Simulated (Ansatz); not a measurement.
One-dimensional Zr body, 11 atoms a period

Levels: PBE (plane waves to 420 eV, PAW; Ansatz, an electronic-structure program); r2SCAN (plane waves to 500 eV, PAW; Ansatz). Unmarked values and the geometry are of the first. Mesh 1×1×6. No spin polarisation, so a magnetic state wasn't tested. One-dimensional cell, images about 11 Å apart. A hypothetical model. It keeps the symmetry and period of its start, so it need not be a minimum against all distortions. Pairing along the axis, which can open a gap, is among the distortions not tried. On relaxing, bonds broke or formed, so the name tells the start alone. Buckling under compression is shut out by symmetry and the short period.

- period along the axis (11 atoms): 9.036 Å
- largest distance between nuclei across the axis: 3.79 Å
- PBE gap: none (under 0.01 eV)
- work function (PBE): 3.32 eV
- r2SCAN gap at this geometry: 0.02 eV
- axial stiffness dF/dε: 21 nN

```yaml
crystal:
  lattice:
    - [14.50000, 0.00000, 0.00000]
    - [0.00000, 14.50000, 0.00000]
    - [0.00000, 0.00000, 9.03566]
  atoms:
    - { symbol: Zr, position: [0.62490, 0.50000, 0.00000] }
    - { symbol: Zr, position: [0.46336, 0.57586, 0.13064] }
    - { symbol: Zr, position: [0.50708, 0.37149, 0.17623] }
    - { symbol: Zr, position: [0.60096, 0.49705, 0.34113] }
    - { symbol: Zr, position: [0.36907, 0.48148, 0.34347] }
    - { symbol: Zr, position: [0.48451, 0.36918, 0.52006] }
    - { symbol: Zr, position: [0.48451, 0.63082, 0.47994] }
    - { symbol: Zr, position: [0.36907, 0.51852, 0.65653] }
    - { symbol: Zr, position: [0.60096, 0.50295, 0.65887] }
    - { symbol: Zr, position: [0.50708, 0.62851, 0.82377] }
    - { symbol: Zr, position: [0.46336, 0.42414, 0.86936] }
```
